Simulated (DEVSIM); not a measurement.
Structure: W/La2O3/n-Si capacitor, at 300 K.

| layer (left to right) | material | thickness (nm) | Nd (cm⁻³) |
|---|---|---|---|
| 1 | La2O3 | 12.0 | - |
| 2 | Si | 9600 | 3.6e15 |

Metal gate on the left, work function 4.6 eV. Fixed charge at the semiconductor interface -1.6e10 cm⁻² (in units of +e); no interface traps.

Constants are typed, rounded textbook-type inputs, not results; the design itself was drawn at random and stands for no fabricated device. Values at 300 K; Nc and Nv go as T^1.5, mobilities as T to minus their exponent, the gap by Varshni's rule with the affinity fixed.

```csv
parameter,La2O3,Si
gap (eV),5.8,1.124
affinity (eV),1.8,4.05
permittivity,27,11.7
Nc (cm⁻³),-,2.86e19
Nv (cm⁻³),-,3.1e19
Varshni α (eV/K),-,0.000473
Varshni β (K),-,636
```

DEVSIM, 1D Poisson equation in equilibrium, Boltzmann statistics, complete ionisation; no quantum confinement or tunnelling. Metal contacts follow the ideal Schottky-Mott rule: no Fermi-level pinning, no interface dipoles.

The temperature was swept, all else fixed.

| temperature (K) | minimum of the low-frequency capacitance (μF/cm²) | flat-band voltage (V) | threshold voltage (band bending 2φF) (V) |
|---|---|---|---|
| 250 | 0.0217 | 0.36 | -0.41 |
| 300 | 0.0247 | 0.32 | -0.35 |
| 350 | 0.0272 | 0.27 | -0.29 |
| 400 | 0.0327 | 0.23 | -0.23 |
| 450 | 0.0412 | 0.18 | -0.17 |
| 500 | 0.0592 | 0.13 | -0.10 |

From the first row to the last the minimum of the low-frequency capacitance goes from 0.0217 to 0.0592. From the first row to the last the flat-band voltage goes from 0.36 to 0.13.
